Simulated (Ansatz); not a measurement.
Results of r²SCAN+SOC in Ansatz (PAW) for cubic perovskite SrVO3.

Input:

Ansatz 0.2 input:
```yaml
crystal:
  lattice:
    - [3.838, 0.0, 0.0]
    - [0.0, 3.838, 0.0]
    - [0.0, 0.0, 3.838]
  atoms:
    - { symbol: Sr, position: [0.0, 0.0, 0.0] }
    - { symbol: V, position: [0.5, 0.5, 0.5] }
    - { symbol: O, position: [0.5, 0.0, 0.5] }
    - { symbol: O, position: [0.0, 0.5, 0.5] }
    - { symbol: O, position: [0.5, 0.5, 0.0] }
basis:
  ecutwfc: 560
  ecutrho_ratio: 4
  xc_grid: 3
kpoints:
  mp_grid: { grid: [14, 14, 14] }
hamiltonian:
  xc: r2scan
  dispersion: none
  pseudopotentials: { kind: paw }
scf:
  occupations: { method: fermi_dirac, width: 0.05 }
  convergence: { dr2_threshold: 0.0000000005 }
output:
  forces: true
  stress: true
  eigenvalues: true
magnetization:
  noncollinear: true
  spin_orbit: true
```

Output (set-up and result lines):

```
Crystal: 5 atoms, lattice volume = 56.535 Å³
Basis set: ecut = 560 eV, 1743 PW (Γ), exchange–correlation on 90×90×90 points (27 copies of the dense FFT grid, shifted against one another)
Bands: 52, of which v1, the nominal top of the filled ones, is band 41 counted from 1 (40 counted from 0)
Symmetry: 48 space group operations + 48 with time reversal
k-points: 120 of 2744
Initial density: superposition of atomic densities (chi_scale 0.1, normalization cell, long waves kept (reshape's long-wave potential 0.00 eV rms))
Functional: x = r2scan, c = r2scan; τ floored in thin density (d = 2e-4 eV/Å³)
spin=Noncollinear: Kerker preconditioning applied to the charge; magnetization (m_x, m_y, m_z) channels mix plain (no charge-response kernel on spin).
SCF 1 converged in 11 iterations: F = -8179.958437 eV  dr2 = 7.42e-11
SCF converged after 11 iterations
Free energy (F): -8179.958437 eV
Internal energy: -8179.941906 eV  (E = F + TS)
E sigma→0 (E₀):  -8179.950172 eV
Fermi energy:    12.487316 eV
--- Forces (eV/Å), atoms counted from 1 ---
  atom   1  Sr     0.00000000     0.00000000     0.00000000
  atom   2  V      0.00000000    -0.00000000     0.00000000
  atom   3  O      0.00000000    -0.00000000     0.00000000
  atom   4  O      0.00000000    -0.00000000     0.00000000
  atom   5  O      0.00000000    -0.00000000     0.00000000
--- Stress (GPa, compression-positive) ---
       -1.541916      -0.000000      -0.000000
       -0.000000      -1.541916       0.000000
        0.000000       0.000000      -1.541916
  P = ⅓ Tr σ = -1.5419 GPa (-15.419 kbar)
```

The PAW data were made under PBE.

Note: cell and atoms aren't relaxed at this level (pressure -1.5 GPa).

Computing time: about 3 core-minutes (a rough figure).

Ansatz is a first-principles code.
